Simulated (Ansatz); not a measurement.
## MgO: response to strain

Take MgO in the rock salt structure (space group Fm-3m, No. 225; a = 4.204 Å) as the base.

Strains are applied to the cell and any free atomic positions relax.

Computed with r2SCAN/PAW in Ansatz (a quantum-chemistry and plane-wave program), spin-orbit coupling left out.

Notes on the quantities. energy relative to the base: free energy F.

| isotropic strain (%) | energy relative to the base (meV/atom) |
|---|---|
| 0 | 0.0 |
| 0.5 | 1.1 |
| 1 | 4.2 |
| 1.5 | ? |
| 2 | 16.4 |
| 2.5 | 25.2 |
| 3 | 35.7 |

Task: Fit ΔE = Aε² + Bε³ (ε in %) to the rows shown and predict the withheld row.

Result: Least squares on the printed values gives A = 4.36 and B = -0.13 meV/atom (largest residual 0.0 meV/atom); this predicts 9.4 meV/atom, and the run gives 9.3 meV/atom, in agreement.

Whether these cells are dynamically stable was not tested.
